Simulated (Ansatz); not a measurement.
Take BeS (space group P6_422, No. 181; a = 3.424 Å, c = 7.746 Å; a hypothetical phase, not in the database extracts checked) as the base. Axes: x lies along a and z along c of the hexagonal cell.

Modification: biaxial strain +2.01 %, plane normal [001], relaxed out of plane (Cartesian); in-plane vectors clamped, the third vector and the atoms free.

Levels (all Ansatz, a program for electronic structure, PAW): PBEsol (420 eV, scalar-relativistic without spin-orbit coupling); r2SCAN (500 eV, no spin-orbit coupling); HSE06 (420 eV, without spin-orbit coupling).

One geometry, relaxed with PBEsol, under each level:

```json
[
 {"level": "PBEsol", "band gap": "2.43 eV", "lowest conduction level above the VBM at special points": "M 2.43 eV; L 2.87 eV; A 2.91 eV; Γ 3.46 eV", "pressure": "-2.84 GPa"},
 {"level": "r2SCAN", "band gap": "(withheld)", "lowest conduction level above the VBM at special points": "(withheld)", "pressure": "(withheld)"},
 {"level": "HSE06", "band gap": "3.47 eV", "lowest conduction level above the VBM at special points": "M 3.47 eV; L 3.90 eV; A 4.00 eV; Γ 4.59 eV", "pressure": "–"}
]
```

**Question.** Give the withheld r2SCAN results.

**Answer.** 
- r2SCAN, band gap: 3.05 eV
- r2SCAN, lowest conduction level above the VBM at special points: M 3.06 eV; L 3.41 eV; A 3.60 eV; Γ 4.18 eV
- r2SCAN, pressure: -0.20 GPa

Single points use the geometry relaxed with PBEsol. Their cutoffs differ, which shifts pressures a little. HSE06 gaps are upper bounds (no full band path). No phonon test of stability was made. The base started in P3_121 and relaxed to P6_422 at this level.
